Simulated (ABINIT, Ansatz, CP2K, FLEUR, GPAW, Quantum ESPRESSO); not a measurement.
## Code comparison for NbNi₆Mo (Pmm2, 8 atoms in the cell)

Self-consistent single point.

```
NbNi6Mo
1.0
    4.22503     0.00000     0.00000
    0.00000     5.04108     0.00000
    0.00000     0.00000     4.48044
Nb Ni Mo
1 6 1
Direct
  0.00000   0.00000   0.65388
  0.00000   0.50000   0.66836
  0.50000   0.00000   0.31901
  0.50000   0.74499   0.84385
  0.50000   0.25501   0.84385
  0.00000   0.74367   0.16058
  0.00000   0.25633   0.16058
  0.50000   0.50000   0.34988
```

All programs got the same cell, k-point mesh and kind of occupations (in Ansatz's words: kpoints.mp_grid.grid = 4 3 4; scf.occupations.method = gaussian; scf.occupations.width = 0.05 eV); potentials, basis and cutoffs are each program's usual ones.

```json
[
 {"code": "FLEUR", "model": "PBEsol, all-electron FLAPW (FLEUR), scalar-relativistic valence", "pressure (GPa)": "–", "largest force (eV/Å)": "0.131", "k-points": "18", "cutoff": "Kmax 3.6 1/bohr"},
 {"code": "Quantum ESPRESSO", "model": "PBEsol, PSlibrary PAW (PBE) pseudopotentials", "pressure (GPa)": "-5.27", "largest force (eV/Å)": "0.145", "k-points": "18", "cutoff": "55 Ry"},
 {"code": "CP2K", "model": "PBEsol, GPW, DZVP-MOLOPT-SR-GTH basis, GTH-PBE potentials (GTH_POTENTIALS)", "pressure (GPa)": "-4.06", "largest force (eV/Å)": "–", "k-points": "26", "cutoff": "grid 600 Ry"},
 {"code": "ABINIT", "model": "PBEsol, norm-conserving pseudopotentials (PseudoDojo nc-sr-04 PBEsol standard)", "pressure (GPa)": "-5.35", "largest force (eV/Å)": "0.136", "k-points": "18", "cutoff": "98 Ry"},
 {"code": "GPAW", "model": "PBEsol, GPAW PAW datasets PBEsol (made by gpaw-setup)", "pressure (GPa)": "-3.75", "largest force (eV/Å)": "0.168", "k-points": "18", "cutoff": "850 eV"},
 {"code": "Ansatz", "model": "PBEsol, PAW files made with PBE", "pressure (GPa)": "-5.36", "largest force (eV/Å)": "0.140", "k-points": "18", "cutoff": "420 eV"}
]
```

Size of the force on each atom (eV/Å): Sizes of forces hide their directions.

```json
[
 {"code": "FLEUR", "Nb1": "0.000", "Ni2": "0.084", "Ni3": "0.131", "Ni4": "0.129", "Ni5": "0.129", "Ni6": "0.088", "Ni7": "0.088", "Mo8": "0.040"},
 {"code": "Quantum ESPRESSO", "Nb1": "0.004", "Ni2": "0.081", "Ni3": "0.123", "Ni4": "0.145", "Ni5": "0.145", "Ni6": "0.117", "Ni7": "0.117", "Mo8": "0.020"},
 {"code": "ABINIT", "Nb1": "0.015", "Ni2": "0.089", "Ni3": "0.130", "Ni4": "0.136", "Ni5": "0.136", "Ni6": "0.110", "Ni7": "0.110", "Mo8": "0.013"},
 {"code": "GPAW", "Nb1": "0.006", "Ni2": "0.082", "Ni3": "0.138", "Ni4": "0.168", "Ni5": "0.168", "Ni6": "0.130", "Ni7": "0.130", "Mo8": "0.027"},
 {"code": "Ansatz", "Nb1": "0.015", "Ni2": "0.091", "Ni3": "0.130", "Ni4": "0.140", "Ni5": "0.140", "Ni6": "0.114", "Ni7": "0.114", "Mo8": "0.010"}
]
```

A dash marks a value that a program does not give, or that is left out as unsure.

The spread over the programs that give each value: pressure within 1.61 GPa; largest force within 0.037 eV/Å.

The starting cell comes from a database of computed structures (which also holds hypothetical and non-ambient phases and stackings), without a prior relaxation at this level. Its lattice was rescaled by a random factor within 2.5 % of one. On Ansatz's run: Spin polarisation is off. In the base run, with a pressure of about -5 GPa the cell is away from its equilibrium volume at this level. Without a gap this mesh is coarse (it stands for a supercell whose shortest vector is 15 Å).

### Question
Why do the programs differ, and what cannot be compared?

### Answer
Differences of this kind can come from the potentials, where these differ, and from what each basis and cutoff leave unconverged. The valence holds different numbers of electrons (FLEUR 123, Quantum ESPRESSO 87, CP2K 135, ABINIT 135, GPAW 123, Ansatz (a quantum-chemistry and plane-wave program) 135). The zero of total energies and Fermi levels follows the potentials and each program's conventions, so they are not compared here. CP2K uses small atom-centred bases, whose incompleteness enters pressures, forces and empty levels differently from a plane-wave cutoff. FLEUR treats all electrons, but the usual bases taken here (sphere radii, linearisation, local orbitals, empty states) were not tested for convergence, so the values are no reference for the others. Ansatz's pressure is given at a fixed set of plane waves, as the other plane-wave codes print theirs; with its correction for the finite basis it is -5.30 GPa. The programs reduce the same mesh by symmetry to different extents, which changes the work and not the result. In the pressure, CP2K (by 1.25) and GPAW (by 1.56) lie more than 1 GPa from the median of the plane-wave programs.

The shared mesh is coarse (it stands for a supercell whose shortest vector is 15 Å), so the values are not converged in it.

Left out of this page: Elk (not drawn, or without a comparable value).

Keys are those of Ansatz 0.2.
